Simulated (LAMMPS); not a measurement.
Simulation of a melt made from ZnSe (zinc blende), 4096 atoms, at 1440 K and 0 GPa, brought to that temperature within a few picoseconds.

Model: classical MD, pair style sw, file CdTeZnSeHgS0.sw (LAMMPS).

Give number structure factor against q (1/Å) as the simulation yields it.

State found: liquid.
| q (1/Å) | number structure factor |
|---|---|
| 0.6800 | 0.051 |
| 0.8800 | 0.074 |
| 1.080 | 0.091 |
| 1.280 | 0.164 |
| 1.480 | 0.428 |
| 1.680 | 0.834 |
| 1.880 | 1.09 |
| 2.080 | 1.03 |
| 2.280 | 0.807 |
| 2.480 | 0.695 |
| 2.680 | 0.816 |
| 2.880 | 1.12 |
| 3.080 | 1.43 |
| 3.280 | 1.54 |
| 3.480 | 1.36 |
| 3.680 | 1.05 |
| 3.880 | 0.797 |
| 4.080 | 0.685 |
| 4.280 | 0.688 |
| 4.480 | 0.768 |
| 4.680 | 0.893 |
| 4.880 | 1.02 |
| 5.080 | 1.12 |
| 5.280 | 1.17 |
| 5.480 | 1.16 |
| 5.680 | 1.11 |
| 5.880 | 1.05 |
| 6.080 | 1.01 |
| 6.280 | 0.968 |
| 6.480 | 0.934 |
| 6.680 | 0.907 |
| 6.880 | 0.901 |
| 7.080 | 0.921 |
| 7.280 | 0.962 |
| 7.480 | 1.01 |
| 7.680 | 1.05 |
| 7.880 | 1.08 |
| 8.080 | 1.08 |
| 8.280 | 1.07 |
| 8.480 | 1.03 |
| 8.680 | 0.998 |
| 8.880 | 0.966 |
| 9.080 | 0.948 |
| 9.280 | 0.944 |
| 9.480 | 0.952 |
| 9.680 | 0.970 |
| 9.880 | 0.994 |
| 10.08 | 1.02 |
| 10.28 | 1.03 |
| 10.48 | 1.04 |
| 10.68 | 1.04 |
| 10.88 | 1.02 |
| 11.08 | 1.01 |
| 11.28 | 0.991 |
| 11.48 | 0.978 |
| 11.68 | 0.972 |
| 11.88 | 0.974 |

Caution: enthalpy drifts during the constant-pressure average: a transition or slow ageing; fluctuation values are void. Caution: this liquid lies under the melting point of about 2190 K that CdTeZnSeHgS0.sw gives, so it is undercooled.
